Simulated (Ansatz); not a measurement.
**Response to strain in Nb**

The reference is Nb in the bcc (W type) structure (space group Im-3m, No. 229; a = 3.273 Å; relaxed with 0.1 eV smearing).

Strains are applied to the cell and any free atomic positions relax.

Calculations: PBEsol (Ansatz, an electronic-structure program, PAW, scalar-relativistic without spin-orbit coupling).

Notes on the quantities. energy relative to the base: free energy F.

| change | pressure | energy relative to the base | shortest interatomic distance |
|---|---|---|---|
| base | 0.0 GPa | 0 meV/atom | 2.834 Å |
| isotropic strain −3.00 % | 19.5 GPa | +87 meV/atom | 2.749 Å |
| isotropic strain −2.50 % | 15.8 GPa | +59 meV/atom | 2.764 Å |
| isotropic strain −2.00 % | 12.2 GPa | +38 meV/atom | 2.778 Å |
| isotropic strain −0.50 % | 2.8 GPa | +2.3 meV/atom | 2.820 Å |
| isotropic strain +0.50 % | -2.6 GPa | +2.2 meV/atom | 2.849 Å |
| isotropic strain +1.50 % | -7.4 GPa | +19 meV/atom | 2.877 Å |
| isotropic strain +2.00 % | -9.6 GPa | +34 meV/atom | 2.891 Å |
| isotropic strain +2.50 % | ? | ? | 2.905 Å |
| isotropic strain +3.00 % | -13.6 GPa | +74 meV/atom | 2.919 Å |

Q: What belongs in the blanks?

A: 
- isotropic strain +2.50 %, pressure: -11.7 GPa
- isotropic strain +2.50 %, energy relative to the base: +52 meV/atom

No phonon test of stability was made. The final runs are not spin-polarised.
